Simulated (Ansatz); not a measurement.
## A computed series for hypothetical zinc blende KBr: response to strain

Base system: KBr in the zinc blende structure (space group F-43m, No. 216; a = 7.3112 Å; a hypothetical phase, not in the database extracts checked).

Strains are applied to the cell and any free atomic positions relax.

Method: PBEsol (Ansatz, an electronic-structure program, PAW, without spin-orbit coupling).

Notes on the quantities. energy relative to the base: free energy F.

```json
[
 {"isotropic strain (%)": "-5.83", "energy relative to the base (meV/atom)": "58.4"},
 {"isotropic strain (%)": "-5.65", "energy relative to the base (meV/atom)": "?"},
 {"isotropic strain (%)": "-0.7", "energy relative to the base (meV/atom)": "0.7"},
 {"isotropic strain (%)": "-0.48", "energy relative to the base (meV/atom)": "0.3"},
 {"isotropic strain (%)": "0", "energy relative to the base (meV/atom)": "0.0"},
 {"isotropic strain (%)": "5.53", "energy relative to the base (meV/atom)": "34.1"}
]
```

Problem. Fit ΔE = Aε² + Bε³ (ε in %) to the rows shown and predict the withheld row.

Solution. Least squares on the printed values gives A = 1.41 and B = -0.053 meV/atom (largest residual 0.0 meV/atom); this predicts 54.5 meV/atom, and the run gives 54.5 meV/atom, in agreement.

No phonon test of stability was made.
